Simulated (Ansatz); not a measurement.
# CuI (model structure, Pm-3m, No. 221): properties by level of theory

```csv
level (code),equilibrium lattice constant a (Å),cohesive energy (eV/atom)
PBE (Ansatz),…,…
PBE-D3(BJ) (Ansatz),3.567,…
r²SCAN (Ansatz),…,2.02
```

Question: What belongs in the gaps?

Answer: 
- PBE (Ansatz, a first-principles code), equilibrium lattice constant a (Å): 3.653
- PBE (Ansatz), cohesive energy (eV/atom): 1.85
- PBE-D3(BJ) (Ansatz), cohesive energy (eV/atom): 2.25
- r²SCAN (Ansatz), equilibrium lattice constant a (Å): 3.664

Ansatz's density-functional and Hartree–Fock values are scalar-relativistic unless marked +SOC, with PAW data made under PBE.

Computed values are for the static lattice.

A model structure was made by putting elements into a prototype or built by hand; it is no filed structure, need not be a known phase, and can be a saddle point held by its symmetry.
